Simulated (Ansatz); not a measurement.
We consider cubic perovskite KZnF3, described by r²SCAN (Ansatz, an electronic-structure program, PAW).

Settings: plane-wave cutoff 600 eV, 6×6×6 k mesh, finite displacements, scalar-relativistic PAW data made under PBE.

The cell has the measured lattice: a = b = c = 4.055 Å, α = β = γ = 90.00°.

What does this level give for the electronic dielectric constant ε∞ and dielectric constant ε0 (ions relaxed)?


electronic dielectric constant ε∞: 2.27
dielectric constant ε0 (ions relaxed): 8.48

Measured, for comparison: high-frequency dielectric constant 2.17, static dielectric constant 8.6 (room temperature, no zero-point or thermal correction; as tabulated in Dubrovin et al. (2021), arXiv:2110.13026). Computed (rounded) less measured: high-frequency dielectric constant +5 %, static dielectric constant -1 %.

Note: the cell isn't this level's own, so it is under some stress, which shifts stiffness and frequencies.

Computing time: about 2.7 core-minutes (a rough figure).
